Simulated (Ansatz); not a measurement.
# MoSi (model structure, started from the CoSn type, P6/mmm, No. 191, 6 atoms in the cell): properties by level of theory

```tsv
level (code)	equilibrium lattice constant a (Å)	lattice parameter c (Å)
PBE (Ansatz)	5.349	___
PBEsol (Ansatz)	___	4.172
PBE-D3(BJ) (Ansatz)	___	4.154
```

Question: Some entries are withheld; supply them.

Answer: 
- PBE (Ansatz, a first-principles code), lattice parameter c (Å): 4.204
- PBEsol (Ansatz), equilibrium lattice constant a (Å): 5.301
- PBE-D3(BJ) (Ansatz), equilibrium lattice constant a (Å): 5.306

Ansatz's density-functional and Hartree–Fock values are scalar-relativistic unless marked +SOC, with PAW data made under PBE.

Static lattice: no zero-point or thermal effects.

A model structure was made by putting elements into a prototype or built by hand; it is no filed structure, need not be a known phase, and can be a saddle point held by its symmetry.
